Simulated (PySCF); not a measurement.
PySCF 2.14.0, B3LYP/def2-svp: Zr(NH2)4 ([NH2][Zr]([NH2])([NH2])[NH2]), 13 atoms. The geometry is a generated start, not checked to be a minimum at this level.

```yaml
task: energy
method: b3lyp
basis: def2-svp
mol.max_memory: 7000 MB
mf.init_guess: minao (default)
mf.DIIS: CDIIS (default)
mf.diis_space: 8 (default)
mf.conv_tol: 1e-09 (default)
mf.grids.level: 3 (default)
effective_core_potentials: those of the basis set, past Kr
basis functions (reference run): 127
grid points (reference run): 156464
```

```xyz
13

Zr    -0.0999     0.0473    -0.1656
N      1.4106     1.0583    -1.1055
H      1.7684     0.6527    -1.9819
H      2.2378     1.3386    -0.5631
N      0.7621    -0.9293     1.4145
H      0.9853    -0.3297     2.2218
H      1.6289    -1.4397     1.1942
N     -0.9540    -1.3668    -1.3811
H     -1.7938    -1.0819    -1.9021
H     -1.1952    -2.2547    -0.9214
N     -1.4894     1.2866     0.6911
H     -1.1631     2.1693     1.1016
H     -2.0977     0.8492     1.3976
```

The reference run uses exact four-centre integrals. Each setting ran once; only counts and results are compared.

Settings tried, all else as in the reference:
- COSX exchange (sgx_fit, pjs) with fitted J, mf.with_df.grids_level_i = 1, mf.with_df.grids_level_f = 2 (default)
- density fitting
- density fitting of J alone, exact K
- COSX exchange (sgx_fit, pjs) with fitted J, mf.with_df.grids_level_i = 1, mf.with_df.grids_level_f = 3
- density fitting, auxbasis = def2-universal-jfit
- COSX exchange (sgx_fit, pjs) with fitted J, mf.with_df.grids_level_i = 1, mf.with_df.grids_level_f = 4
- COSX exchange (sgx_fit, pjs) with fitted J, mf.with_df.grids_level_i = 1, mf.with_df.grids_level_f = 1
- density fitting, auxbasis = autoaux

Problem. Which of these stay within 0.10 meV/atom in energy of the reference run?

Solution. Within it: density fitting, auxbasis = autoaux. At the edge (between 0.75 and 1.33 times the tolerance): density fitting. Outside: COSX exchange (sgx_fit, pjs) with fitted J, mf.with_df.grids_level_i = 1, mf.with_df.grids_level_f = 2 (default); COSX exchange (sgx_fit, pjs) with fitted J, mf.with_df.grids_level_i = 1, mf.with_df.grids_level_f = 3; COSX exchange (sgx_fit, pjs) with fitted J, mf.with_df.grids_level_i = 1, mf.with_df.grids_level_f = 4; density fitting of J alone, exact K; COSX exchange (sgx_fit, pjs) with fitted J, mf.with_df.grids_level_i = 1, mf.with_df.grids_level_f = 1; density fitting, auxbasis = def2-universal-jfit.

| setting | energy against the reference |
|---|---|
| density fitting, auxbasis = autoaux | −0.031 meV/atom |
| density fitting | −0.12 meV/atom |
| COSX exchange (sgx_fit, pjs) with fitted J, mf.with_df.grids_level_i = 1, mf.with_df.grids_level_f = 2 (default) | −0.19 meV/atom |
| COSX exchange (sgx_fit, pjs) with fitted J, mf.with_df.grids_level_i = 1, mf.with_df.grids_level_f = 3 | −0.19 meV/atom |
| COSX exchange (sgx_fit, pjs) with fitted J, mf.with_df.grids_level_i = 1, mf.with_df.grids_level_f = 4 | −0.20 meV/atom |
| density fitting of J alone, exact K | −0.20 meV/atom |
| COSX exchange (sgx_fit, pjs) with fitted J, mf.with_df.grids_level_i = 1, mf.with_df.grids_level_f = 1 | −0.22 meV/atom |
| density fitting, auxbasis = def2-universal-jfit | +12 meV/atom |

Total energies are compared; such shifts often cancel in part in energy differences. sgx_fit (COSX, pjs=True) fits J as well, so its difference is the sum of the grid's shift in exchange and the fit's in Coulomb. def2-universal-jfit is made for Coulomb alone and misses functions that exchange needs. No test of the SCF solution's stability was run. Also tried and not ranked: density fitting, auxbasis = def2-universal-jkfit (same energy as a listed run). The tolerance is a choice made for this comparison.
